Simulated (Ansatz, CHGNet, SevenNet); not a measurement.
# Elastic constant C33 of AlB2-type TiB2: levels of theory against measurement

Reference value: 432 GPa (measured, temperature not stated, not corrected to a static lattice; as tabulated in Liu et al. (2023), arXiv:2002.00005).

### Question
What do CHGNet 0.3.0, SevenNet-0, SevenNet-l3i5, LDA, PBE, PBEsol, PBE-D3(BJ), r²SCAN give, and how far is each from the reference?

### Answer

```csv
level (code),value (GPa),cell (Å³/atom),difference (%)
CHGNet 0.3.0,365,8.56,-15.5
SevenNet-0,383,8.59,-11.3
SevenNet-l3i5,349,8.58,-19.2
LDA (Ansatz),498,8.17,+15.3
PBE (Ansatz),452,8.56,+4.6
PBEsol (Ansatz),475,8.37,+10.0
PBE-D3(BJ) (Ansatz),481,8.29,+11.3
r²SCAN (Ansatz),468,8.51,+8.3
```

The reference's temperature isn't stated, so close values are not ranked against it.

The measured value isn't corrected to a static lattice, so vibrations enter the comparison. A static lattice is as a rule stiffer than a warm one, by over a tenth in soft solids. The crystal itself was run without spin with LDA, PBE, PBEsol, PBE-D3(BJ), r²SCAN; a magnetic state was not tried in these runs. PBE-D3(BJ): the dispersion coefficients are held fixed in the derivatives. Each level is taken at its own relaxed cell. Cutoffs differ between the levels. Ansatz's density-functional and Hartree–Fock values are scalar-relativistic unless marked +SOC, with PAW data made under PBE.

Machine-learned potentials (CHGNet 0.3.0, SevenNet-0, SevenNet-l3i5) are trained on DFT data: a solid inside that data is no test of them.

Differences are worked out from the printed values.

Ansatz is a first-principles code.
